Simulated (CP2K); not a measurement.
Band structure of ZrAu3 (Pmmn, 8 atoms in the cell).

```yaml
crystal:
  lattice:
    - [4.78263, 0.00000, 0.00000]
    - [0.00000, 6.02935, 0.00000]
    - [0.00000, 0.00000, 4.84371]
  atoms:
    - { symbol: Zr, position: [0.50000, 0.50000, 0.66091] }
    - { symbol: Zr, position: [0.00000, 0.00000, 0.33909] }
    - { symbol: Au, position: [0.50000, 0.75364, 0.16530] }
    - { symbol: Au, position: [0.50000, 0.24636, 0.16530] }
    - { symbol: Au, position: [0.00000, 0.74636, 0.83470] }
    - { symbol: Au, position: [0.00000, 0.25364, 0.83470] }
    - { symbol: Au, position: [0.00000, 0.50000, 0.33990] }
    - { symbol: Au, position: [0.50000, 0.00000, 0.66010] }
```

Method of the run: PBEsol, GPW, DZVP-MOLOPT-SR-GTH basis, GTH-PBE potentials (GTH_POTENTIALS) in CP2K 2026.2.

Settings: CUTOFF = 500 Ry; REL_CUTOFF = 40 Ry; SMEAR/METHOD = GAUSSIAN; SIGMA = 0.272 eV; KPOINTS/SCHEME = MONKHORST-PACK 3 3 3; XC_FUNCTIONAL = PBE:PBESOL; Zr/BASIS_SET = DZVP-MOLOPT-SR-GTH-q12; Zr/POTENTIAL = GTH-PBE-q12; Au/BASIS_SET = DZVP-MOLOPT-SR-GTH-q11; Au/POTENTIAL = GTH-PBE-q11; METHOD = GPW; EPS_DEFAULT = 1e-11; EXTRAPOLATION = USE_GUESS; NGRIDS = 5.

The starting cell comes from a database of computed structures (which also holds hypothetical and non-ambient phases and stackings), without a prior relaxation at this level. Its lattice was rescaled by a random factor within 2.5 % of one. Spin-orbit coupling is off. Values carry the incompleteness of an atom-centred basis. The potentials were made for another functional than the one used.

Levels in eV from the Fermi level, bands 42 to 47:
```tsv
point	42	43	44	45	46	47
Γ	-1.37	-1.35	-0.87	0.60	1.01	1.02
X	-1.63	-0.98	-0.98	0.22	0.22	1.10
S	-2.59	-0.53	-0.53	-0.25	-0.25	-0.09
Y	-1.97	-1.30	-1.18	-1.18	0.94	1.55
Z	-2.21	-0.25	-0.25	0.26	0.26	0.99
U	-2.90	-0.77	-0.77	0.38	0.38	0.81
R	-2.19	-1.97	-1.97	-1.94	-1.94	1.65
T	-2.57	-0.36	-0.36	-0.36	-0.36	1.62
```

Bands cross the Fermi level along this path, so the cell is metallic at this level.

Higher empty bands are left out: an atom-centred basis made for the valence describes them poorly.
